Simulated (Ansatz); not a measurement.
Results of PBEsol-D3(BJ) (Ansatz, a program for electronic structure, plane waves, PAW) for fluorite PtAl2.

Numerical settings: plane-wave cutoff 520 eV, 16×16×16 k mesh, Fermi–Dirac smearing 0.05 eV, scalar-relativistic PAW data made under PBE.

Pressure at four volumes; x = ln(V/16.624 Å³). One pressure is withheld.

```csv
V (Å³/atom),x,P (GPa)
15.626,-0.0619,10.49
16.624,0.0000,0.00
17.289,0.0392,-5.33
17.621,0.0582,?
```

Pass a parabola P(x) through the three rows shown, estimate the bulk modulus and its pressure derivative near zero pressure, and predict the withheld pressure.

Slopes between the rows: (0.00 − (10.49))/(0.0000 − (-0.0619)) = -169.47 and (-5.33 − (0.00))/(0.0392 − (0.0000)) = -135.97 GPa. Their difference over the span 0.1011 is c = 33.50/0.1011 = 331.4 GPa, so P(x) = 10.49 + (-169.47)(x − (-0.0619)) + 331.4 (x − (-0.0619))(x − (0.0000)). At the middle row B = −dP/dx = −[-169.47 + 331.4 × 0.0619] = 149.0 GPa, and B′ = dB/dP = 2c/B = 4.4. At x = 0.0582 the parabola gives -7.55 GPa; the run gives -7.59 GPa. The Birch–Murnaghan fit to the energies at all volumes has B0 = 148 GPa and B′ = 4.4.

Spin–orbit coupling is not included.
